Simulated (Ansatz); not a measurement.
Convergence study of the k-point mesh at a smearing width of 0.05 eV for K₂Pd (P4mm, 3 atoms in the cell)

```yaml
crystal:
  lattice:
    - [5.68409, 0.00000, 0.00000]
    - [0.00000, 5.68409, 0.00000]
    - [0.00000, 0.00000, 3.67632]
  atoms:
    - { symbol: K, position: [0.00000, 0.50000, 0.50000] }
    - { symbol: K, position: [0.50000, 0.00000, 0.50000] }
    - { symbol: Pd, position: [0.00000, 0.00000, 0.01360] }
```

Computed with PBEsol, default PAW files made with PBE (plane waves; Ansatz, a quantum-chemistry and plane-wave program).

Base settings: basis.ecutwfc = 420 eV; kpoints.mp_grid.grid = 6 6 9; hamiltonian.xc = pbesol; hamiltonian.pseudopotentials = {kind: paw} (the program's default PAW files); scf.occupations.method = fermi_dirac; scf.occupations.width = 0.1 eV.

In this ladder: scf.occupations.width = 0.05 eV.

The second cell is the first with its lattice scaled by 0.98.

Only quantities that move along the ladder and can be compared are tabulated.

The count of work is k-points × plane waves × bands × iterations; it is no time. 

The starting cell comes from a database of computed structures (which also holds hypothetical and non-ambient phases and stackings), without a prior relaxation at this level. Its lattice was rescaled by up to half a per cent. One atom was moved a little off its site on purpose. Spin polarisation is off. Ansatz's pressure includes its estimate of the finite-basis (Pulay) stress.

```csv
kpoints.mp_grid.grid,free energy less the last step's (meV/atom),energy of the compressed cell less the first (meV/atom),pressure (GPa),count of work / last
2 2 3,12.27,-9.13,-0.94,0.015
3 3 4,14.66,-10.36,-1.01,0.026
3 3 5,28.74,-8.58,-0.89,0.023
4 4 6,-16.02,-11.10,-1.06,0.061
5 5 7,8.19,-9.84,-0.98,0.052
5 5 8,-2.98,-10.19,-1.00,0.076
7 7 10,0.68,-10.06,-0.99,0.15
8 8 12,1.06,-10.12,-1.00,0.27
10 10 14,0.58,-10.23,-1.00,0.42
11 11 17,0.12,-10.20,-1.00,0.48
14 14 21,0.00,-10.26,-1.01,1.0
```

Coarsest kpoints.mp_grid.grid that holds the pressure within 0.1 GPa of the last step, with all finer ones: 4 4 6, at 0.061 of the last step's count of work; the step before is off by 0.11 GPa.

Coarsest kpoints.mp_grid.grid that holds the energy of the compressed cell less the first within 1 meV/atom of the last step, with all finer ones: 4 4 6, at 0.061 of the last step's count of work; the step before is off by 1.7 meV/atom.

Coarsest kpoints.mp_grid.grid that holds the free energy within 0.5 meV/atom of the last step, with all finer ones: 11 11 17; the step before is off by 0.58 meV/atom.

The energy difference between the two cells stays within 1 meV/atom of the last step's from 4 4 6 on, the total only from 10 10 14 on: much of the error is common to both cells and cancels.

Keys are those of Ansatz 0.2.
